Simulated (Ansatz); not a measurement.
Worked example: self-consistent single point of HfC (I4mm, 2 atoms in the cell) in Ansatz (a program for electronic structure).

Method of the run: LDA (PW92), PAW files made with PBE (plane waves; Ansatz).

The change in words: lattice scaled by 0.98; basis.ecutwfc: 420 eV → 190 eV. Reference geometry:
```
CELL_PARAMETERS angstrom
      0.00000     2.33160     2.33160
      2.33160     0.00000     2.33160
      2.33160     2.33160     0.00000
ATOMIC_POSITIONS crystal
  Hf 0.01072 0.01072 0.98928
  C  0.50000 0.50000 0.50000
```

Reference input (self-consistent single point, DFT, LDA (PW92), plane waves, PAW files made with PBE): basis.ecutwfc = 420 eV; kpoints.mp_grid.grid = 12 12 12; hamiltonian.xc = lda; hamiltonian.pseudopotentials = {kind: paw} (the program's default PAW files); scf.occupations.method = fermi_dirac; scf.occupations.width = 0.1 eV. This run's input differs from it in these lines:

Ansatz 0.2 input:
```diff
@@ -3,5 +3,5 @@
   lattice:
-    - [0.000000, 2.331600, 2.331600]
-    - [2.331600, 0.000000, 2.331600]
-    - [2.331600, 2.331600, 0.000000]
+    - [0.000000, 2.284968, 2.284968]
+    - [2.284968, 0.000000, 2.284968]
+    - [2.284968, 2.284968, 0.000000]
   atoms:
@@ -10,3 +10,3 @@
 basis:
-  ecutwfc: 420.0 eV
+  ecutwfc: 190.0 eV
 kpoints:
```

Output, abridged:

```
SCF iter   1: F=—  HF=-15716.702973 eV  |F-HF|=—  |Δ(HF+E_count)|=         —  Δρ=1.14e-1  dr2=2.41e0  ethr=3.10e-3  ⟨swp⟩=4.2  Hψ=11393  notcnv=0
all-band conjugate gradients solve this SCF's bands
preconditioner: auto → Kerker (q_TF=auto, 2.834 Å⁻¹)
SCF iter   2: F=—  HF=-15714.989416 eV  |F-HF|=—  |Δ(HF+E_count)|=    1.71e0  Δρ=4.59e-2  dr2=2.86e-1  ethr=3.10e-3  ⟨swp⟩=2.0  Hψ=7498  notcnv=0
   [... lines left out ...]
SCF iter   5: F=—  HF=-15714.774348 eV  |F-HF|=—  |Δ(HF+E_count)|=   7.10e-4  Δρ=7.51e-4  dr2=8.43e-5  ethr=6.15e-6  ⟨swp⟩=2.0  Hψ=5502  notcnv=0
SCF iter   6: F=—  HF=-15714.774334 eV  |F-HF|=—  |Δ(HF+E_count)|=   1.40e-5  Δρ=1.35e-4  dr2=4.39e-6  ethr=2.81e-7  ⟨swp⟩=1.1  Hψ=3106  notcnv=0
SCF iter   7: F=—  HF=-15714.774333 eV  |F-HF|=—  |Δ(HF+E_count)|=   8.25e-7  Δρ=2.87e-5  dr2=1.40e-7  ethr=1.46e-8  ⟨swp⟩=2.0  Hψ=3643  notcnv=0
SCF iter   8: F=-15714.774333 eV  HF=-15714.774333 eV  |F-HF|=1.98e-9  |Δ(HF+E_count)|=   1.78e-8  Δρ=5.84e-6  dr2=5.15e-9  ethr=3.33e-10  ⟨swp⟩=3.4  Hψ=8812  notcnv=0
SCF 1 converged in 8 iterations: F = -15714.774333 eV  dr2 = 5.15e-9
Free energy (F): -15714.774333 eV
Internal energy: -15714.765251 eV  (E = F + TS)
E sigma→0 (E₀):  -15714.769792 eV
Entropy (-TS):   -0.009081 eV (-4.541 meV/atom)
Fermi energy:    19.477267 eV
--- Forces (eV/Å), atoms counted from 1 ---
  atom   1  Hf     0.00000000     0.00000000    -0.48351380
  atom   2  C      0.00000000     0.00000000     0.48353044
--- Stress (GPa, compression-positive) ---
       -2.585001       0.000000       0.000000
        0.000000      -2.585001       0.000000
        0.000000       0.000000      -1.487456
  P = ⅓ Tr σ = -2.2192 GPa (-22.192 kbar)
  The stress holds the Pulay correction. Without it, at fixed plane waves, as pw.x and ABINIT print it: P = -202.4834 GPa
```

The run converged in 8 iterations. Against the reference run the free energy rises by 3.83 eV/atom, the pressure goes from -13.43 to -2.22 GPa and the largest force goes from 0.340 to 0.484 eV/Å.

The starting cell has typed, rounded lattice constants, without a prior relaxation at this level. Its lattice was rescaled by up to half a per cent. One atom was moved a little off its site on purpose. For this run, on top of that: lattice scaled by 0.98. Ansatz's pressure includes its estimate of the finite-basis (Pulay) stress. Without the estimate this run gives -202.48 GPa. The cutoff lies below the one recommended for these files.
